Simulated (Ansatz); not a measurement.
GaP under load (space group I-4m2), r2SCAN with spin-orbit coupling, rigid bands run with Ansatz (an electronic-structure program). Condition of this run: biaxial stress in (001) of -1.4 GPa (compression positive) (the target of the relaxation). Band gap 1.65 eV, N_c = 1.18e19 cm⁻³ and N_v = 7.41e18 cm⁻³ at 300 K, conductivity masses along x (a = (0.00, 2.75, 2.69) Å; b = (2.75, 0.00, 2.69) Å; c = (2.75, 2.75, 0.00) Å) of 0.246 mₑ (electrons) and 0.448 mₑ (holes). Take k_BT = 0.02585 eV.

Problem. What built-in voltage has an abrupt junction with N_A = 1e17 and N_D = 1e18 cm⁻³, all dopants ionised?

Solution. V_bi = E_g/e − (k_BT/e) ln(N_c N_v/(N_A N_D)) = 1.65 − 0.02585 × 6.77 = 1.47 V, for the computed gap.

Problem. Find the intrinsic carrier density and the intrinsic Fermi level.

Solution. n_i = √(N_c N_v) exp(−E_g/2k_BT) = 9.35e18 × exp(−31.91) = 1.3e5 cm⁻³. The level lies (k_BT/2) ln(N_v/N_c) = -6 meV from mid-gap (positive towards the conduction band). Each 0.1 eV added to the gap lowers n_i by a factor of 6.9.

Problem. A film of it is 3 nm thick, with its normal along the direction named. Estimate the confinement energies in an infinite well.

Solution. ħ²π²/(2m t²) = 0.376 eV·nm²/(m/mₑ × t²) gives 170 meV for electrons and 93.3 meV for holes, so the gap would widen to about 1.91 eV. Finite barriers and nonparabolic bands lower this, and with several valleys or bands the heaviest mass along the normal sets the lowest level, not this average.

Rigid bands with the computed gap; masses take one relaxation time for all states. Geometry: cell and atoms relaxed with PBEsol.
